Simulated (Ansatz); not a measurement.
The (11-23) surface of hcp Lu in its 1x1 cell, outermost plane spacing 0.63 Å in the ideal cut

These are r2SCAN, at the PBE geometry (plane waves to 500 eV, PAW; Ansatz, an electronic-structure program) values and carry that method's errors.

Model: 17-atom slab, 10.1 Å thick at the start (thin: gaps and levels are the slab's own), 7x5x1 mesh, Fermi-Dirac 0.1 eV, dipole correction, single point; on the structure that PBE left under its start's symmetry; no spin, no spin-orbit, no U.

```yaml
surface energy (mean of both faces): 1.34 J/m²
work_function_of_the_top_face: 2.99 eV
cost: around 22 core-minutes (rough)
```
